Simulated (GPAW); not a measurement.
Worked example: self-consistent single point of CO2 (Pa-3, 12 atoms in the cell) in GPAW.

Method of the run: PBE, GPAW PAW datasets PBE (gpaw-data 1.0.1) (plane waves; GPAW).

```xyz
12
Lattice="5.4954 0.0000 0.0000 0.0000 5.4954 0.0000 0.0000 0.0000 5.4954" Properties=species:S:1:pos:R:3 pbc="T T T"
C      0.0000     0.0000     0.0000
C      2.7477     0.0000     2.7477
C      2.7477     2.7477     0.0000
C      0.0000     2.7477     2.7477
O      0.6734     0.6734     0.6734
O      4.8220     4.8220     4.8220
O      2.0743     4.8220     3.4211
O      3.4211     0.6734     2.0743
O      3.4211     2.0743     4.8220
O      2.0743     3.4211     0.6734
O      4.8220     3.4211     2.0743
O      0.6734     2.0743     3.4211
```

Reference input (self-consistent single point, DFT PBE, plane waves, GPAW PAW datasets PBE (gpaw-data 1.0.1)): mode = pw; ecut = 900 eV; xc = PBE; kpts = 3 3 3; mesh shift (steps) = 0 0 0; occupations.name = methfessel-paxton; occupations.width = 0.01 eV; occupations.order = 0; nbands = -8; convergence.density = 1e-05 e/electron; convergence.bands = -6; symmetry.symmorphic = false. This run's input differs from it in these lines:

```diff
@@ -22,3 +22,3 @@
 
-calc = GPAW(mode=PW(900),
+calc = GPAW(mode=PW(1800),
             xc='PBE',
```

Log, with long lists cut:

```
     iter     time        total  log10-change:
                         energy   eigst   dens
iter:   1 --:--:--  -100.015611   +0.80
iter:   2 --:--:--   -98.937310   -0.82  -0.90
iter:   3 --:--:--   -95.237572   -0.77  -0.94
iter:   4 --:--:--   -94.804700   -1.40  -1.22
iter:   5 --:--:--   -94.857249   -0.91  -1.37
iter:   6 --:--:--   -94.864402   -1.53  -1.70
iter:   7 --:--:--   -94.624521   -1.91  -1.62
iter:   8 --:--:--   -94.564447   -2.10  -1.93
iter:   9 --:--:--   -94.564229   -2.56  -2.94
iter:  10 --:--:--   -94.564375c  -1.83  -3.01
iter:  11 --:--:--   -94.564658c  -2.35  -2.84
   [... lines left out ...]
iter:  22 --:--:--   -94.563993c  -2.46  -4.79
iter:  23 --:--:--   -94.563993c  -2.68  -4.92
iter:  24 --:--:--   -94.563993c  -3.00  -5.03c
iter:  25 --:--:--   -94.563993c  -2.93  -5.40c
iter:  26 --:--:--   -94.563993c  -2.37  -5.79c
iter:  27 --:--:--   -94.563993c  -3.46  -5.71c
iter:  28 --:--:--   -94.563993c  -3.36  -6.16c
   [... 42 lines left out ...]
iter:  71 --:--:--   -94.563993c  -7.21  -13.13c
iter:  72 --:--:--   -94.563993c  -7.30  -13.18c
iter:  73 --:--:--   -94.563993c  -7.14  -13.23c
iter:  74 --:--:--   -94.563993c  -7.23  -13.47c
iter:  75 --:--:--   -94.563993c  -7.51c -13.55c
Converged after 75 iterations.

Dipole moment: (0.000000, 0.000000, 0.000000) |e|*Ang

Energy contributions relative to reference atoms: (reference = -20437.330871)

Kinetic:       +115.119601
Potential:     -127.327953
External:        +0.000000
XC:             -84.171742
Entropy (-ST):   +0.000000
Local:           +1.816101
SIC:             +0.000000
--------------------------
Free energy:    -94.563993
Extrapolated:   -94.563993

Showing only first 2 kpts
 Kpt  Band  Eigenvalues  Occupancy
  0    30     -2.41202    2.00000
  0    31     -2.41202    2.00000
  0    32      4.48640    0.00000
  0    33      5.58413    0.00000

  1    30     -2.55668    2.00000
  1    31     -2.44693    2.00000
  1    32      5.20742    0.00000
  1    33      5.50101    0.00000

Fermi level: -0.09102

Gap: 6.898 eV
Transition (v -> c):
   [... lines left out ...]
  6 O    -0.18107   -0.18107    0.18107
  7 O     0.18107    0.18107   -0.18107
  8 O     0.18107   -0.18107   -0.18107
  9 O    -0.18107    0.18107    0.18107
 10 O    -0.18107    0.18107   -0.18107
 11 O     0.18107   -0.18107    0.18107

Stress tensor:
    -0.019754    -0.000000    -0.000000
    -0.000000    -0.019754    -0.000000
    -0.000000    -0.000000    -0.019754
Stress (GPa, Voigt): [-3.1649 -3.1649 -3.1649 -0.     -0.     -0.    ]
```

The run converged in 75 iterations. GPAW prints stress with tension positive. Against the reference run the free energy drops by 3.2 meV/atom, the largest force moves little (0.320 to 0.314 eV/Å) and the gap on the mesh stays at 6.898 eV.

The starting cell comes from a database of computed structures (which also holds hypothetical and non-ambient phases and stackings), without a prior relaxation at this level. Its lattice was rescaled by a random factor within 2.5 % of one.

Cost on one core of a shared machine: roughly 6 min.
